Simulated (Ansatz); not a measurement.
Seebeck coefficient (μV/K, mean over directions) of p-type SrTiO₃ (Pm-3m) against carrier density, PBEsol, rigid bands (Ansatz, a quantum-chemistry and plane-wave program). Computed gap 1.85 eV; densities at which minority carriers matter at this gap, or further valleys turn the trend, are left out. Conductivity mass 1.81 mₑ (harmonic mean over directions), N_v = 2.9e20 cm⁻³ at 300 K.

```json
[
 {"hole density": "1e16 cm⁻³", "300 K": "1108", "500 K": "___"},
 {"hole density": "1e17 cm⁻³", "300 K": "910", "500 K": "977"},
 {"hole density": "1e18 cm⁻³", "300 K": "___", "500 K": "779"},
 {"hole density": "3e18 cm⁻³", "300 K": "617", "500 K": "684"},
 {"hole density": "1e19 cm⁻³", "300 K": "513", "500 K": "581"},
 {"hole density": "3e19 cm⁻³", "300 K": "419", "500 K": "486"},
 {"hole density": "1e20 cm⁻³", "300 K": "318", "500 K": "383"},
 {"hole density": "3e20 cm⁻³", "300 K": "230", "500 K": "291"},
 {"hole density": "1e21 cm⁻³", "300 K": "144", "500 K": "___"}
]
```

Complete the blanks.


- 1e16 cm⁻³, 500 K: 1176
- 1e18 cm⁻³, 300 K: 712
- 1e21 cm⁻³, 500 K: 194

Rigid bands with a gap fixed in temperature, one relaxation time for all states, no polarons or phonon drag, and whether or not such doping can be reached. Spin-orbit coupling is left out; where it splits the top of the valence band, N_v and the p-type Seebeck coefficient come out somewhat high without it.
